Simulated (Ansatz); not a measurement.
GaP, element substitutions

Consider GaP in the zinc blende structure (space group F-43m, No. 216).

```yaml
crystal:
  lattice:
    - [0.00000, 2.75322, 2.75322]
    - [2.75322, 0.00000, 2.75322]
    - [2.75322, 2.75322, 0.00000]
  atoms:
    - { symbol: P, position: [0.75000, 0.75000, 0.75000] }
    - { symbol: Ga, position: [0.00000, 0.00000, 0.00000] }
```

Each row replaces one element on all its sites; cell and atoms are relaxed.

Level of theory: Kohn–Sham DFT with the PBE functional, run in Ansatz (a first-principles code) with PAW and 420 eV plane waves, no spin-orbit coupling, earlier PAW set.

```tsv
change	lattice parameter a	band gap
base	5.506 Å	1.58 eV
P → Al	(withheld)	zero
P → W	5.727 Å	zero
P → N	4.549 Å	1.54 eV
```

Question: What belongs in the blanks?

Answer: 
- P → Al, lattice parameter a: 5.920 Å

No phonon test of stability was made. As relaxed here, AlGa and GaW are hypothetical phases, not in the database extracts checked. The final runs are not spin-polarised. An odd electron count without spin: GaW. GaW has a high density of states at the Fermi level and may be magnetic at this level. This is not the structure that GaN has at room temperature and ambient pressure.
